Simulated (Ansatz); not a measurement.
# What pressure 3 GPa does to TiO2

The parent structure is TiO$_{2}$ in the rutile structure (space group P4_2/mnm, No. 136; a = 4.5912 Å, c = 2.9391 Å).

Now apply this change: cell and atoms relaxed at a pressure of 3 GPa.

The values are results of PBEsol (Ansatz, an electronic-structure program; PAW; 420 eV plane waves; without spin-orbit coupling), not measurements. k-mesh 7×7×11 (Γ-centred); smearing 0.05 eV (Fermi–Dirac).

Density: 4.34 g/cm³ (base 4.28 g/cm³)
Lattice parameter a: 4.567 Å (base 4.591 Å)
c/a ratio: 0.642 (base 0.640)
Shortest interatomic distance: 1.937 Å (base 1.942 Å)
Enthalpy H = E + PV relative to the base's energy: +0.19 eV/atom
Band gap: 1.88 eV (base 1.87 eV)
Gap character: direct at Γ (base direct at Γ)
Width of the top valence band: 1.67 eV (base 1.65 eV)
Electron mass: 0.53 mₑ along c, 1.1 mₑ across (at Γ) (base 0.54 mₑ along c, 1.1 mₑ across (at Γ))
Valence-band top at Γ (three highest levels, from the VBM): 0.00, -0.46, -0.46 eV (base 0.00, -0.45, -0.45 eV)

Cost of the whole job for the changed cell (relaxation, final SCF and bands): around 50 core-seconds (rough).

Load acts through the strain it causes; cell and atoms are relaxed under it. Masses are band curvatures over ±0.01 Å⁻¹ around the edge. Stability against distortions was not tested. All final runs are without spin polarisation.
